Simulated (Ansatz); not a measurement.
Take W in the bcc (W type) structure (space group Im-3m, No. 229; a = 3.169 Å; relaxed with 0.1 eV smearing) as the base.

Level of theory: r2SCAN in Ansatz (plane waves to 500 eV, PAW, no SOC).

For the base:

Pressure: 0.0 GPa
Band gap: zero

The change: the cell is scaled by 0.9800 in all directions; the atoms relax in the strained cell.

Task: What does the calculation give for the energy relative to the base, pressure and band gap after the change?

Result: The energy grows by 61 meV/atom; the pressure goes from zero to 21.9 GPa; the band gap stays zero.

Stability against distortions was not tested. The final runs are not spin-polarised.

Ansatz is a program for electronic structure.
